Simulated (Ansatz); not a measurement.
## WSe (model structure, started from the WC type, P-6m2, No. 187, 2 atoms in the cell)

Level of theory: PBEsol in Ansatz (plane waves, PAW).

Run with plane-wave cutoff 520 eV, 18×18×16 k mesh (along the axes of the cell as run), Fermi–Dirac smearing 0.05 eV, no spin polarisation, scalar-relativistic PAW data made under PBE.

Cell (relaxed at this level):

WSe is modelled in the hexagonal space group P-6m2 (No. 187), Pearson symbol hP2. Conventional cell: a = 3.086 Å, b = 3.086 Å, c = 3.858 Å, α = 90.00°, β = 90.00°, γ = 120.00°. W on 1a has 6 Se at 2.626 Å. Se on 1f sees 6 W at 2.626 Å. (Neighbours: up to the widest gap in distance over summed covalent radii, below 1.35, at either atom; cation-cation and far metal-metal contacts left out.)

```yaml
bulk_modulus: 200 GPa
```

Note: the run has no spin polarisation, so it can have missed a magnetic state; the bulk modulus is −V dP/dV from two relaxed cells at ±2 % in volume; the relaxation could raise the start's symmetry but not lower it, so the cell can be a saddle point.

Spin–orbit coupling is not included; it can open a gap where bands touch, and shift volumes and moduli.

Static lattice: no zero-point or thermal effects.

A model structure was made by putting elements into a prototype or built by hand; it is no filed structure, need not be a known phase, and can be a saddle point held by its symmetry.

Ansatz is a quantum-chemistry and plane-wave program.
